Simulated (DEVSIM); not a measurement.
Structure: Mo/SiO2/n-Si capacitor, at 400 K.

```
layer (left to right)  material  thickness (nm)  Nd (cm⁻³)
---------------------  --------  --------------  ---------
1                          SiO2            1.70          -
2                            Si             470     1.5e18
```

Metal gate on the left, work function 4.6 eV. Fixed charge at the semiconductor interface -2.1e11 cm⁻² (in units of +e); no interface traps.

The device is made up for the run: typed textbook-type constants, with dimensions and the other settings drawn at random. Values at 300 K; Nc and Nv go as T^1.5, mobilities as T to minus their exponent, the gap by Varshni's rule with the affinity fixed.

```tsv
parameter	SiO2	Si
gap (eV)	9	1.124
affinity (eV)	0.9	4.05
permittivity	3.9	11.7
Nc (cm⁻³)	-	2.86e19
Nv (cm⁻³)	-	3.1e19
Varshni α (eV/K)	-	0.000473
Varshni β (K)	-	636
```

Simulated with DEVSIM: 1D Poisson equation in equilibrium, Boltzmann statistics, complete ionisation; no quantum confinement or tunnelling. Metal contacts follow the ideal Schottky-Mott rule: no Fermi-level pinning, no interface dipoles.

Tabulate band edges, carrier densities and field at -0.3 V on the gate.

Energies count from the Fermi level of the right contact; mesh points crowd at the junctions.

```csv
x (μm),Ec (eV),Ev (eV),n (cm⁻³),p (cm⁻³),field (V/cm)
0.000,4.000,-5.000,< 1e2,< 1e2,-1300000
0.0005762,3.924,-5.076,< 1e2,< 1e2,-1300000
0.001026,3.865,-5.135,< 1e2,< 1e2,-1300000
0.001577,3.793,-5.207,< 1e2,< 1e2,-1300000
0.002603,0.586,-0.511,1.8e12,1.7e13,-450000
0.004083,0.522,-0.575,1.2e13,2.7e12,-410000
0.006622,0.424,-0.673,2.0e14,1.6e11,-360000
0.01332,0.237,-0.859,4.5e16,7.2e8,-200000
0.02247,0.135,-0.962,8.8e17,3.7e7,-44000
0.03817,0.117,-0.980,1.5e18,2.2e7,-900
0.06509,0.116,-0.980,1.5e18,2.1e7,≈ 0
0.1316,0.116,-0.980,1.5e18,2.1e7,≈ 0
0.2254,0.116,-0.980,1.5e18,2.1e7,≈ 0
0.3256,0.116,-0.980,1.5e18,2.1e7,≈ 0
0.4003,0.116,-0.980,1.5e18,2.1e7,≈ 0
0.4306,0.116,-0.980,1.5e18,2.1e7,≈ 0
0.4482,0.116,-0.980,1.5e18,2.1e7,≈ 0
0.4585,0.116,-0.980,1.5e18,2.1e7,≈ 0
0.4660,0.116,-0.980,1.5e18,2.1e7,≈ 0
0.4689,0.116,-0.980,1.5e18,2.1e7,≈ 0
0.4705,0.116,-0.980,1.5e18,2.1e7,≈ 0
0.4717,0.116,-0.980,1.5e18,2.1e7,≈ 0
```
